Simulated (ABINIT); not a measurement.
**Equation of state of hcp Y (space group 194): energy against volume (ABINIT, PBEsol)**

```yaml
crystal:
  lattice:
    - [3.54402, 0.00000, 0.00000]
    - [-1.77201, 3.06921, 0.00000]
    - [0.00000, 0.00000, 5.56363]
  atoms:
    - { symbol: Y, position: [0.66667, 0.33333, 0.75000] }
    - { symbol: Y, position: [0.33333, 0.66667, 0.25000] }
```

Method of the run: PBEsol, norm-conserving pseudopotentials (PseudoDojo nc-sr-04 PBEsol standard) (plane waves; ABINIT). Settings: pseudos = [Y.upf]; ecut = 1279 eV; ixc = -116133; occopt = 3; tsmear = 0.00183747 Ha; ngkpt = 16 16 8; nshiftk = 1; shiftk = 0 0 0; potentials = PseudoDojo nc-sr-04 PBEsol standard; nband = 16; kptopt = 1; nstep = 50; tolvrs = 1e-10. The cell above is the first row's. The rows scale it uniformly. In all rows fractional positions and the k mesh are held. E is the free energy at the stated smearing, counted from the lowest row.

```
V (Å^3/atom)  E (meV/atom)
------------  ------------
30.259                   ?
30.917                0.43
31.574                0.00
32.232                3.12
32.890                9.50
33.548               18.91
34.206               31.08
34.863               45.81
35.521               62.86
```

The 8 complete rows are fitted with the third-order Birch-Murnaghan form, a cubic in V^(-2/3), E against V. With u = V^(-2/3) - 0.0969, the rows have u = 0.0046161, 0.0032030, 0.0018359, 0.0005146, -0.0007634, -0.0020002, -0.0031963, -0.0043571. Least squares gives E = 12.909 - 7113.6·u + 977849·u² - 4835811·u³. Residuals (row less fit): -0.003, 0.003, 0.005, -0.007, -0.002, -0.008, 0.016, -0.007; standard error 0.011 (degrees of freedom: 4). Its minimum lies at u = 0.0037412, so V0 = (0.1006412)^(-3/2) = 31.32. There d²E/du² = 1847000 and d³E/du³ = -2.901e7, so B0 = (4/9) × 31.32^(-7/3) × 1847000 × 0.160218 = 42.5 GPa (the last factor turns the table's units into GPa), and B0' = 4 + (2/3) × 0.1006412 × (-2.901e7)/1847000 = 2.9. The program's pressures in the fitted runs (not shown) pass through zero at V = 31.32, 0.01 % from this V0.

Problem. Predict the withheld E at V = 30.259 from the fit, and compare with the calculation.

Solution. u = 0.0060825, so E = 12.909 - 7113.6 × 0.0060825 + 977849 × 0.0060825² - 4835811 × 0.0060825³ = 4.730 meV/atom. The calculation gives 4.70 meV/atom, 0.030 meV/atom below the prediction (under 0.05 % of the range of E in the table). The row lies outside the fitted rows, so this is an extrapolation. From the scatter of the fitted rows alone, a prediction at this place has a standard error of 0.032 meV/atom, so the miss is 0.9 times that.

Carrying the step between the two nearest rows on in a straight line would have given 0.86, off by 3.84; series whose last step already gives the withheld value aren't shown. The scan was laid around a cell of about the measured size, scaled by a guess for this functional; axis ratios and inner coordinates come from that cell. The runs keep the symmetry of the cell, so they don't test it for distortions. The shape of the cell and the inner coordinates aren't relaxed, so V0 and B0 belong to this uniform scaling; a relaxed crystal lies no higher in energy and is usually softer. Cutoffs and mesh are single choices, not tested for convergence of this quantity. Series with a scatter that would blur these digits, or in which a gap closes, are not shown. Nor are scans whose minimum lies at an end fitted in this form.
